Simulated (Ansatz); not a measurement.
Cubic perovskite BaHfO3 was calculated with PBE-D3(BJ) (Ansatz, an electronic-structure program, plane waves, PAW).

Run with plane-wave cutoff 520 eV, 8×8×8 k mesh, Fermi–Dirac smearing 0.01 eV, scalar-relativistic PAW data made under PBE.

Response to compression and expansion:

```csv
V (Å³/atom),P (GPa),direct gap at Γ (eV),smallest gap on the k mesh (eV)
13.765,11.43,3.788,3.778
14.058,7.20,3.787,3.738
14.351,3.41,3.781,3.697
14.644,0.00,3.771,3.656
14.937,-3.05,3.757,3.614
15.230,-5.80,3.740,3.572
15.523,-8.26,3.720,3.530
```

The fundamental gap (3.66 eV at the equilibrium volume, with added k points) lies elsewhere than Γ–Γ.

Spin–orbit coupling is not included.
